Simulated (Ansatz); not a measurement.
```yaml
crystal:
  lattice:
    - [4.38503, 0.00000, 0.00000]
    - [0.00000, 4.38503, 0.00000]
    - [0.00000, 0.00000, 4.38503]
  atoms:
    - { symbol: K, position: [0.00000, 0.00000, 0.00000] }
    - { symbol: Cd, position: [0.50000, 0.50000, 0.50000] }
    - { symbol: F, position: [0.00000, 0.50000, 0.50000] }
    - { symbol: F, position: [0.50000, 0.00000, 0.50000] }
    - { symbol: F, position: [0.50000, 0.50000, 0.00000] }
```

The cell is a database entry relaxed within its symmetry; it need not be the phase found at ambient conditions.

Is this relaxed cell dynamically stable according to harmonic phonons (finite displacements on a 4×4×4 mesh, PBEsol in Ansatz, a program for electronic structure, k mesh 8×8×8)? If not, where is the strongest instability?

No. The softest mode is 98i cm⁻¹ at q = (-0.500, -0.500, -0.500) in fractions of the reciprocal vectors of this cell, and 64 of the 64 wave vectors of the mesh carry a mode beyond 15i cm⁻¹.
